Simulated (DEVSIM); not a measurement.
System: Ti/Al2O3/n-Ge capacitor, at 300 K.

```
layer (left to right)  material  thickness (nm)  Nd (cm⁻³)
---------------------  --------  --------------  ---------
1                         Al2O3            11.0          -
2                            Ge            8900     4.5e15
```

Metal gate on the left, work function 4.33 eV. Fixed charge at the semiconductor interface -1e11 cm⁻² (in units of +e); interface traps 1.3e12 cm⁻² eV⁻¹, uniform in energy, neutral level at 0.7 of the gap above the valence band.

This is a model device: material constants are rounded textbook-type values typed into the input, and sizes, dopings and lifetimes were drawn at random. Values at 300 K.

```
parameter      Al2O3       Ge
-------------  -----  -------
gap (eV)         6.8    0.664
affinity (eV)   1.35        4
permittivity       9       16
Nc (cm⁻³)          -  1.04e19
Nv (cm⁻³)          -     6e18
```

Model (solved in DEVSIM): 1D Poisson equation in equilibrium, Boltzmann statistics, complete ionisation; no quantum confinement or tunnelling. Metal contacts follow the ideal Schottky-Mott rule: no Fermi-level pinning, no interface dipoles.

The substrate doping was swept, all else fixed.

```csv
substrate doping (cm^-3),minimum of the low-frequency capacitance (μF/cm²),flat-band voltage (V),threshold voltage (band bending 2φF) (V)
2.2e14,0.176,0.05,-0.11
4.5e14,0.178,0.08,-0.14
9e14,0.181,0.10,-0.16
2.2e15,0.187,0.13,-0.20
4.5e15,0.194,0.15,-0.24
9e15,0.203,0.17,-0.28
```

From the first row to the last the minimum of the low-frequency capacitance goes from 0.176 to 0.203. From the first row to the last the flat-band voltage goes from 0.05 to 0.17.
